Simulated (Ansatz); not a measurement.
# Defect calculation: N on the As site in zinc-blende InAs

The numbers are results of PBE, PAW (plane waves to 420 eV; Ansatz, a program for electronic structure), not measurements. Set-up: 64-site cell; 2×2×2 shifted k-points; start: the As site; no spin–orbit coupling; the functional closes the host's gap; energies good to tenths of an eV.

Neighbours after relaxation, in Å: of the N atom: In 2.30, In 2.30, In 2.30, In 2.30.

```json
[
 {"charge": "0", "moment (μB)": "not spin-polarised", "largest move off a lattice site (Å)": "0.38"}
]
```
